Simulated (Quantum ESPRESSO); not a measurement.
Habitual settings against a tight run: CsRb3 (Fm-3m, 4 atoms in the cell)

Self-consistent single point.

```xyz
4
Lattice="0.0000 5.9391 5.9391 5.9391 0.0000 5.9391 5.9391 5.9391 0.0000" Properties=species:S:1:pos:R:3 pbc="T T T"
Cs     0.0000     0.0000     0.0000
Rb     2.9695     2.9695     2.9695
Rb     8.9086     8.9086     8.9086
Rb     5.9391     5.9391     5.9391
```

Level of theory: PBEsol, PseudoDojo standard norm-conserving (PBESOL) pseudopotentials (plane waves; Quantum ESPRESSO).

Base settings: ecutwfc = 50 Ry; occupations = smearing; smearing = methfessel-paxton; degauss = 0.0147 Ry; potentials = {Cs: Cs.upf, Rb: Rb.upf}; K_POINTS = automatic 4 4 4 0 0 0; conv_thr = 1e-08 Ry; mixing_beta = 0.7.

Tight run (finer mesh or higher cutoff; not a proven limit): ecutwfc: 50 Ry → 70 Ry; conv_thr: 1e-08 Ry → 7.3e-11 Ry; K_POINTS: automatic 4 4 4 0 0 0 → automatic 6 6 6 0 0 0. It gave Fermi level (on the code's own zero) 1.67 eV; pressure -0.29 GPa.

Quick runs, as changes from the base:
- A: the base itself
- B: ecutwfc: 50 Ry → 25 Ry; degauss: 0.0147 Ry → 0.0099958 Ry; potentials: PseudoDojo standard norm-conserving (LDA) [LDA (PW92)]
- C: ecutwfc: 50 Ry → 30 Ry; degauss: 0.0147 Ry → 0.0099958 Ry; conv_thr: 1e-08 Ry → 7.3e-05 Ry; K_POINTS: automatic 4 4 4 0 0 0 → automatic 6 6 6 0 0 0; potentials: PseudoDojo standard norm-conserving (LDA) [LDA (PW92)]
- D: ecutwfc: 50 Ry → 40 Ry; K_POINTS: automatic 4 4 4 0 0 0 → automatic 2 2 2 0 0 0
- E: ecutwfc: 50 Ry → 40 Ry; K_POINTS: automatic 4 4 4 0 0 0 → automatic 6 6 6 0 0 0
- F: ecutwfc: 50 Ry → 30 Ry; conv_thr: 1e-08 Ry → 7.3e-06 Ry; K_POINTS: automatic 4 4 4 0 0 0 → automatic 1 1 1 0 0 0

Energies are extrapolated to zero smearing width, which holds to low order in the width alone (under cold and Methfessel-Paxton smearing the free energy itself is taken).

Dashes: energy of B, C, another energy zero; time of B, C, D, F, under 30 s.

† marks runs with another functional, U, potentials or spin treatment: their distance from the tight run is not a convergence error alone.

The count of work is k-points × plane waves × bands × iterations; it is no time. Core times come from one kind of shared machine and are given to one figure; runs under 30 s give none.

The starting cell comes from a database of computed structures (which also holds hypothetical and non-ambient phases and stackings), without a prior relaxation at this level. Its lattice was rescaled by a random factor within 2.5 % of one.

```
run  energy less tight (meV/atom)  pressure less tight (GPa)  count of work / tight  core time / tight (rough)
---  ----------------------------  -------------------------  ---------------------  -------------------------
A                            -0.1                       0.01                   0.26                        0.7
B†                              –                      -4.21                  0.092                          –
C†                              –                      -1.76                   0.12                          –
D                           -68.6                      -0.13                  0.058                          –
E                             4.2                      -0.07                   0.37                        0.8
F                           410.7                      -1.68                  0.017                          –
```

Among the runs at the tight run's level, the energy misses run from 0.1 to 410.7 meV/atom.
